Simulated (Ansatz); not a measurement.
The parent structure is RbSrBr3 in the cubic perovskite structure (space group Pm-3m, No. 221; a = 5.999 Å; a hypothetical phase, not in the database extracts checked). Axes: x, y, z lie along the cube axes.

Calculations: DFT with PBE, PAW potentials and a 420 eV plane-wave cutoff in Ansatz (a program for electronic structure), no SOC.

A first run, uniaxial strain ε_yy = +1.18 %, gives secant values C11 ≈ 37 GPa and C12 ≈ 5.2 GPa from its stress. A second run applies biaxial strain −1.51 %, plane normal [001], relaxed out of plane.

**Question.** What does linear elasticity predict for −ε⊥/ε∥ in the second run, and what does the run give?

**Answer.** Linear elasticity: 2 C12/C11 = 0.28. The run gives 0.26; any difference comes from nonlinear terms at these strains and numerical noise.

Stability against distortions was not tested. Many cubic perovskites are stable only at high temperature; tilts and polar distortions were not tested.
